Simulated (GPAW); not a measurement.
Band structure of MgSb (R-3m, 2 atoms in the cell).

```
CELL_PARAMETERS angstrom
      1.91954     1.10825     4.01831
     -1.91954     1.10825     4.01831
      0.00000    -2.21649     4.01831
ATOMIC_POSITIONS crystal
  Mg 0.00000 0.00000 0.00000
  Sb 0.50000 0.50000 0.50000
```

Method of the run: LDA (Perdew-Wang 92), GPAW PAW datasets LDA (gpaw-data 1.0.1) (plane waves; GPAW).

Settings: mode = pw; ecut = 850 eV; xc = LDA; kpts = 12 12 12; mesh shift (steps) = 0 0 0; occupations.name = methfessel-paxton; occupations.width = 0.136 eV; occupations.order = 0; nbands = -6; convergence.forces = 0.001 eV/Å; symmetry.symmorphic = false; symmetry.tolerance = 0.0005; maxiter = 120; bandpath_npoints = 40.

The starting cell comes from a database of computed structures (which also holds hypothetical and non-ambient phases and stackings), without a prior relaxation at this level. Spin-orbit coupling is off.

Levels in eV from the Fermi level, bands 9 to 16:
```
point       9      10     11     12     13     14    15    16
-----  ------  ------  -----  -----  -----  -----  ----  ----
Γ      -28.35  -10.75  -1.31   1.05   1.93   1.93  6.01  7.14
L      -28.34   -8.78  -4.81  -0.79   0.55   1.87  4.07  4.79
Z      -28.35   -9.86  -5.60   1.59   1.59   5.32  5.92  5.92
F      -28.34   -8.51  -4.17  -2.29  -0.33  -0.08  3.27  8.67
P1     -28.34   -8.58  -3.95  -3.33  -0.09   1.70  3.93  7.07
P      -28.34   -8.58  -3.95  -3.33  -0.09   1.70  3.93  7.07
```

Bands cross the Fermi level along this path, so the cell is metallic at this level.
